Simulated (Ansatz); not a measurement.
# A computed series for PbSe: response to strain

Consider PbSe in the rock salt structure (space group Fm-3m, No. 225).

```xyz
2
Lattice="0.0000 3.0890 3.0890 3.0890 0.0000 3.0890 3.0890 3.0890 0.0000" Properties=species:S:1:pos:R:3 pbc="T T T"
Pb     0.0000     0.0000     0.0000
Se     3.0890     3.0890     3.0890
```

Cartesian axes are those of the cell as printed.

Strains are applied to the cell and any free atomic positions relax; under biaxial strain the out-of-plane vector relaxes too.

Computed with r2SCAN (Ansatz, a quantum-chemistry and plane-wave program, PAW, without spin-orbit coupling).

```csv
"biaxial strain, plane normal [001], relaxed out of plane (%)",band gap (eV)
-3,0.43
-2.5,0.48
-2,0.52
-1.5,0.56
-1,?
-0.5,0.63
0,0.67
```

Problem. Fit E_g = E₀ + Dε (ε in %) to the rows shown and predict the withheld row.

Solution. Least squares on the printed values gives E₀ = 0.67 eV, D = 78.1 meV per % of strain (largest residual 0.01 eV); this predicts 0.59 eV, and the run gives 0.60 eV, in agreement.

Spin-orbit coupling, missing from the scalar runs, can matter with Pb. No phonon test of stability was made.
